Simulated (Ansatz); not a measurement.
## AlN, pressure series

The reference is AlN in the wurtzite structure (space group P6_3mc, No. 186; a = 3.130 Å, c = 5.017 Å).

Cell and atoms are relaxed at each pressure.

Levels (all Ansatz, a quantum-chemistry and plane-wave program, PAW, earlier PAW set): PBE (420 eV, no SOC); r2SCAN (500 eV, no spin-orbit coupling).

The base cell above is that of PBE; each level relaxes its own structures.

| case | shift of the gap caused by the change, PBE | shift of the gap caused by the change, r2SCAN |
|---|---|---|
| pressure −2 GPa | -0.09 eV | (withheld) |
| pressure −1 GPa | -0.04 eV | -0.04 eV |
| pressure 0.9 GPa | +0.04 eV | (withheld) |
| pressure 2.1 GPa | +0.09 eV | +0.09 eV |
| pressure 4.5 GPa | +0.19 eV | +0.18 eV |
| pressure 9 GPa | +0.36 eV | (withheld) |
| pressure 15 GPa | +0.57 eV | +0.56 eV |
| pressure 22.5 GPa | +0.80 eV | +0.80 eV |
| pressure 30 GPa | +1.02 eV | (withheld) |

### Question
Complete the table.

### Answer

- pressure −2 GPa, shift of the gap caused by the change, r2SCAN: -0.09 eV
- pressure 0.9 GPa, shift of the gap caused by the change, r2SCAN: +0.04 eV
- pressure 9 GPa, shift of the gap caused by the change, r2SCAN: +0.35 eV
- pressure 30 GPa, shift of the gap caused by the change, r2SCAN: +0.87 eV

The two levels differ by at most about 0.15 eV. They put the cases in the same order.

Load acts through the strain it causes; cell and atoms are relaxed under it. Whether these cells are dynamically stable was not tested. Measured, AlN leaves this structure (for rock salt) near 14 GPa (temperature not stated; as listed in Datta, Sujoy, Jana, Debnarayan, arXiv (2020)), on rising pressure, with hysteresis.
